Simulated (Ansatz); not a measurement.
RuAl: transverse stress against strain

RuAl (CsCl type, Pm-3m, 12.895 Å³/atom at rest, cube axes along x, y and z) under a strain ε along a cube axis (axis z), the other axes held. LDA in Ansatz, a plane-wave DFT program (PAW, default set), 420 eV, 19×19×19 Γ-centred mesh, Fermi-Dirac smearing 0.10 eV; ions are relaxed within the symmetry of each cell. Stress is positive for a compressed cell.

Here s stands for strain and y for stress xx.

```csv
strain (%),stress xx (GPa)
-3.00,?
-1.50,2.64
-1.00,1.73
-0.50,0.86
0.00,0.00
0.50,-0.83
1.00,-1.64
1.50,-2.43
```

The 7 complete rows are fitted with a straight line, y against s. Means: s 0, y 0.047. About the means, the sum of products is -11.820 and the sum of squares of s is 7.0000; the slope is their ratio. Least squares gives y = 0.047 - 1.6886·s. Residuals (row less fit): 0.060, -0.006, -0.031, -0.047, -0.033, 0.002, 0.056; standard error 0.047 (degrees of freedom: 5). The slope gives the elastic constant C12 = 169 ± 1.8 GPa.

### Question
Predict the withheld y at s = -3.00 from the fit, and compare with the calculation.

### Answer
y = 0.047 - 1.6886 × (-3.0) = 5.113 GPa. The calculation gives 5.50 GPa, 0.387 GPa above the prediction (4.9 % of the range of y in the table). The row lies outside the fitted rows, so this is an extrapolation. From the scatter of the fitted rows alone, a prediction at this place has a standard error of 0.073 GPa, so the miss is 5.3 times that.

One order more, fitted to all 13 runs of the series, follows each within 0.01, so the miss is the next term of a smooth law. In a metal these values are sensitive to mesh and smearing; energies are taken to zero smearing, stresses follow the free energy. Rows are the converged runs of the series near zero and its far end; series whose fitted rows scatter by over a few per cent of the range, as at a crossing or softening among them, aren't shown in this form. Most that stay on the fit to the last digits aren't either.
